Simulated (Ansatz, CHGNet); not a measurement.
Ladder of methods for the lattice parameter c of AlB2-type TiB₂

Reference value: 3.229 Å (measured, 293 K, not corrected to a static lattice; as tabulated in R. G. Munro, J. Res. NIST 105, 709 (2000), Material Properties of Titanium …).

**Question.** Put these levels in order of the lattice parameter c that they give for AlB2-type TiB₂, smallest first: CHGNet 0.3.0 (CHGNet), HSE06 (Ansatz, a first-principles code), LDA (Ansatz), PBE-D3(BJ) (Ansatz).

**Answer.** LDA (3.159 Å), PBE-D3(BJ) (3.182 Å), HSE06 (3.202 Å), CHGNet 0.3.0 (3.218 Å)

Differences against the reference: CHGNet 0.3.0 -0.34 %, LDA -2.17 %, PBE-D3(BJ) -1.46 %, HSE06 -0.84 %.

The reference has no zero-point or thermal correction, while the calculations are for a static lattice, so the differences are not the levels' errors alone. A static lattice is as a rule a little smaller than the measured one.  HSE06: hybrids on metals are sensitive to the k mesh and can open a false gap. Cutoffs and k meshes differ between the levels. Ansatz's density-functional and Hartree–Fock values are scalar-relativistic unless marked +SOC, with PAW data made under PBE.

Machine-learned potentials (CHGNet 0.3.0) are trained on DFT data, which may include these solids.

Differences are worked out from the printed values.
